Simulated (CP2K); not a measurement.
Worked example: self-consistent single point of Li₂MgZrO₄ (P1, 8 atoms in the cell) in CP2K.

Method: PBEsol, GPW, DZVP-MOLOPT-SR-GTH basis, GTH-PBE potentials (GTH_POTENTIALS) run with CP2K.

```xyz
8
Lattice="5.4339 0.0000 0.0000 2.0905 5.0157 0.0000 -3.7622 -2.5078 3.0140" Properties=species:S:1:pos:R:3 pbc="T T T"
Li     3.7919     2.4779     0.0139
Li     2.6770    -0.0068     1.4758
Mg     1.0524     2.4688     1.5041
Zr    -0.0314    -0.0284     0.0208
O      5.7715     3.8828    -0.0009
O      1.7231     1.1462    -0.0293
O     -0.7063     1.3759     1.5042
O      2.8610     3.7307     1.5394
```

Reference input (self-consistent single point, DFT LDA (Pade form), GPW, DZVP-MOLOPT-SR-GTH basis, GTH-PADE potentials (GTH_POTENTIALS)): CUTOFF = 1000 Ry; REL_CUTOFF = 40 Ry; SMEAR/METHOD = FERMI_DIRAC; ELECTRONIC_TEMPERATURE = 580.23 K; KPOINTS/SCHEME = MONKHORST-PACK 4 4 5; GAMMA_CENTERED = T; XC_FUNCTIONAL = PADE; Li/BASIS_SET = DZVP-MOLOPT-SR-GTH-q3; Li/POTENTIAL = GTH-PADE-q3; Mg/BASIS_SET = DZVP-MOLOPT-SR-GTH-q10; Mg/POTENTIAL = GTH-PADE-q10; Zr/BASIS_SET = DZVP-MOLOPT-SR-GTH-q12. This run's input differs from it in these lines:

```diff
@@ -44,3 +44,6 @@
     &XC
-      &XC_FUNCTIONAL PADE
+      &XC_FUNCTIONAL
+        &PBE
+          PARAMETRIZATION PBESOL
+        &END PBE
       &END XC_FUNCTIONAL
@@ -82,3 +85,3 @@
       BASIS_SET DZVP-MOLOPT-SR-GTH-q3
-      POTENTIAL GTH-PADE-q3
+      POTENTIAL GTH-PBE-q3
     &END KIND
@@ -86,3 +89,3 @@
       BASIS_SET DZVP-MOLOPT-SR-GTH-q10
-      POTENTIAL GTH-PADE-q10
+      POTENTIAL GTH-PBE-q10
     &END KIND
@@ -90,3 +93,3 @@
       BASIS_SET DZVP-MOLOPT-SR-GTH-q12
-      POTENTIAL GTH-PADE-q12
+      POTENTIAL GTH-PBE-q12
     &END KIND
@@ -94,3 +97,3 @@
       BASIS_SET DZVP-MOLOPT-SR-GTH-q6
-      POTENTIAL GTH-PADE-q6
+      POTENTIAL GTH-PBE-q6
     &END KIND
```

Log, with long lists cut:

```
 SCF WAVEFUNCTION OPTIMIZATION

  Step     Update method      Time    Convergence         Total energy    Change
     1 NoMix/Diag. 0.20E+00      -     1.87874270      -190.1255755549 -1.90E+02
     2 Broy./Diag. 0.20E+00      -     0.09345547      -183.6682013595  6.46E+00
     3 Broy./Diag. 0.20E+00      -     0.21441381      -187.1826385174 -3.51E+00
     4 Broy./Diag. 0.20E+00      -     0.03102351      -190.2747543013 -3.09E+00
     5 Broy./Diag. 0.20E+00      -     0.04463453      -189.0346668977  1.24E+00
     6 Broy./Diag. 0.20E+00      -     0.00318525      -189.4383683776 -4.04E-01
   [... 17 lines left out ...]
    24 Broy./Diag. 0.20E+00      -     0.00000275      -189.4495213117  7.84E-06
    25 Broy./Diag. 0.20E+00      -     0.00000056      -189.4495203718  9.40E-07
    26 Broy./Diag. 0.20E+00      -     0.00000017      -189.4495224442 -2.07E-06
    27 Broy./Diag. 0.20E+00      -     0.00000004      -189.4495230752 -6.31E-07
  *** SCF run converged in    27 steps ***

  Overlap energy of the core charge distribution:               0.00000000000825
  Self energy of the core charge distribution:               -411.57484173973387
  Core Hamiltonian energy:                                    110.26492390306531
  Hartree energy:                                             143.88358405205614
  Exchange-correlation energy:                                -32.02318929058770
  Electronic entropic energy:                                  -0.00000000000001
  Fermi energy:                                                 0.26587018653649

  Total energy:                                              -189.44952307519188
  Total energy (extrapolated to T->0):                       -189.44952307519188

   [... lines left out ...]

 STRESS| Analytical stress tensor [bar]
 STRESS|                        x                   y                   z
 STRESS|      x       -3.27951811003E+04   1.18522181434E+04   8.77962167214E+03
 STRESS|      y        1.18522181434E+04  -3.86573112782E+04  -4.55836287766E+03
 STRESS|      z        8.77962167214E+03  -4.55836287766E+03  -4.86111429680E+04
 STRESS| 1/3 Trace                                            -4.00212117822E+04
```

The run converged in 27 iterations. Against the reference run the pressure goes from -9.51 to -4.00 GPa, the largest force hardly changes (0.920 to 0.913 eV/Å) and the gap on the mesh goes from 3.010 to 3.067 eV.

The starting cell comes from a database of computed structures (which also holds hypothetical and non-ambient phases and stackings), without a prior relaxation at this level. Its atoms were displaced at random from the sites of space group no. 119. Values carry the incompleteness of an atom-centred basis. The potentials were made for another functional than the one used. With a pressure of about -4 GPa the cell is away from its equilibrium volume at this level.

Cost on one core of a shared machine: roughly 3 min.
